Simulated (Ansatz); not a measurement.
The decay constant κ of evanescent states in the gap governs leakage through a thin film.

Here is the system:

```yaml
crystal:
  lattice:
    - [3.67217, 0.00000, 0.00000]
    - [0.00000, 3.67217, 0.00000]
    - [0.00000, 0.00000, 5.32966]
  atoms:
    - { symbol: Zr, position: [0.00000, 0.00000, 0.00000] }
    - { symbol: Zr, position: [0.50000, 0.50000, 0.50000] }
    - { symbol: O, position: [0.00000, 0.50000, 0.30177] }
    - { symbol: O, position: [0.00000, 0.50000, 0.80177] }
    - { symbol: O, position: [0.50000, 0.00000, 0.19823] }
    - { symbol: O, position: [0.50000, 0.00000, 0.69823] }
```

Space group of this cell: P4_2/nmc. The cell is strained (all lengths scaled by 1.02); by r2SCAN its mean pressure is -13.1 GPa.

Transport runs along the normal of the first two printed cell vectors, the (001) plane of the conventional cell.

The gap is the functional's own, uncorrected, and κ follows it; spin-orbit coupling is left out. Mid-gap values are interpolated between the computed energies.

Question: Predict the band gap and the smallest decay constant κ at mid-gap from Ansatz (a quantum-chemistry and plane-wave program) with r2SCAN.

Answer: Gap 4.37 eV on a 8×8×6 mesh; κ = 0.373 1/Å, at the zone centre.
